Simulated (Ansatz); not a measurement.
We consider LaOF (P4/nmm, No. 129, 6 atoms in the cell; start mp-7100), described by r²SCAN in Ansatz (plane waves, PAW).

Settings: plane-wave cutoff 560 eV, 8×8×6 k mesh (along the axes of the cell as run), Fermi–Dirac smearing 0.01 eV, scalar-relativistic PAW data made under PBE.

Cell (relaxed at this level):

```cif
data_F2La2O2
_chemical_formula_sum 'La2 O2 F2'
_space_group_name_H-M_alt 'P 1'
_space_group_IT_number 1
_cell_length_a 4.07651
_cell_length_b 4.07651
_cell_length_c 5.82485
_cell_angle_alpha 90.000
_cell_angle_beta 90.000
_cell_angle_gamma 90.000
loop_
_space_group_symop_operation_xyz
  'x, y, z'
loop_
_atom_site_label
_atom_site_type_symbol
_atom_site_fract_x
_atom_site_fract_y
_atom_site_fract_z
_atom_site_occupancy
La1 La 0.50000 0.00000 0.71560 1
La2 La 0.00000 0.50000 0.28440 1
O1 O 0.00000 0.00000 0.50000 1
O2 O 0.50000 0.50000 0.50000 1
F1 F 0.50000 0.50000 0.00000 1
F2 F 0.00000 0.00000 0.00000 1
```

### Question
What does this level give for the band gap, smallest direct gap on the k points sampled and direct gap at Γ?

### Answer

- band gap: 5.05 eV
- smallest direct gap on the k points sampled: 5.14 eV
- direct gap at Γ: 5.76 eV

Spin–orbit coupling is not included.

The computed numbers hold no vibrational or temperature effects.

A start named mp-… is a Materials Project structure, which need not be a measured phase.

Ansatz is a first-principles code.
